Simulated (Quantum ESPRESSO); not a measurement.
Input and output of a self-consistent single point for RbBr (Fm-3m, 2 atoms in the cell) (Quantum ESPRESSO).

Method of the run: LDA (PZ), GBRV 1.5 ultrasoft (LDA) pseudopotentials (plane waves; Quantum ESPRESSO).

```yaml
crystal:
  lattice:
    - [0.00000, 3.46459, 3.46459]
    - [3.46459, 0.00000, 3.46459]
    - [3.46459, 3.46459, 0.00000]
  atoms:
    - { symbol: Rb, position: [0.00000, 0.00000, 0.00000] }
    - { symbol: Br, position: [0.50000, 0.50000, 0.50000] }
```

Reference input (self-consistent single point, DFT, LDA (PZ), plane waves, GBRV 1.5 ultrasoft (LDA) pseudopotentials): ecutwfc = 40 Ry; ecutrho = 200 Ry; occupations = fixed; potentials = {Rb: rb_lda_v1.uspp.F.UPF, Br: br_lda_v1.4.uspp.F.UPF}; K_POINTS = automatic 4 4 4 0 0 0; nbnd = 10; conv_thr = 1e-10 Ry; mixing_beta = 0.7. This run's input differs from it in these lines:

```diff
@@ -18,3 +18,3 @@
 &electrons
-   conv_thr = 1.0d-10,
+   conv_thr = 7.3e-04,
    mixing_beta = 0.7,
```

Log, with long lists cut:

```
     Self-consistent Calculation

     iteration #  1     ecut=    40.00 Ry     beta= 0.70

     Threshold (ethr) on eigenvalues was too large:
     Diagonalizing with lowered threshold

     negative rho (up, down):  6.415E-02 0.000E+00

     total energy              =    -100.05652670 Ry
     estimated scf accuracy    <       0.06938832 Ry

     iteration #  2     ecut=    40.00 Ry     beta= 0.70

     negative rho (up, down):  6.528E-02 0.000E+00

     total energy              =    -100.07481298 Ry
     estimated scf accuracy    <       0.01062622 Ry

     iteration #  3     ecut=    40.00 Ry     beta= 0.70

     negative rho (up, down):  6.531E-02 0.000E+00
     End of self-consistent calculation

     highest occupied, lowest unoccupied level (ev):     0.6828    4.6134

!    total energy              =    -100.07706262 Ry
     estimated scf accuracy    <       0.00039280 Ry

     convergence has been achieved in   3 iterations

     negative rho (up, down):  6.531E-02 0.000E+00

     Forces acting on atoms (cartesian axes, Ry/au):

     atom    1 type  1   force =    -0.00000000    0.00000000    0.00000000
     atom    2 type  2   force =     0.00000000    0.00000000    0.00000000

     Total force =     0.000000     Total SCF correction =     0.000000

     negative rho (up, down):  6.531E-02 0.000E+00
          total   stress  (Ry/bohr**3)                   (kbar)     P=       -6.10
  -0.00004144  -0.00000000  -0.00000000           -6.10       -0.00       -0.00
  -0.00000000  -0.00004144  -0.00000000           -0.00       -6.10       -0.00
  -0.00000000  -0.00000000  -0.00004144           -0.00       -0.00       -6.10

   JOB DONE.
```

The run converged in 3 iterations. Against the reference run the free energy stays essentially unchanged (within 1 meV/atom), the pressure goes from -1.61 to -0.61 GPa and the gap on the mesh goes from 3.872 to 3.931 eV.

The starting cell comes from a database of computed structures (which also holds hypothetical and non-ambient phases and stackings), without a prior relaxation at this level. Its lattice was rescaled by a random factor within 2.5 % of one.
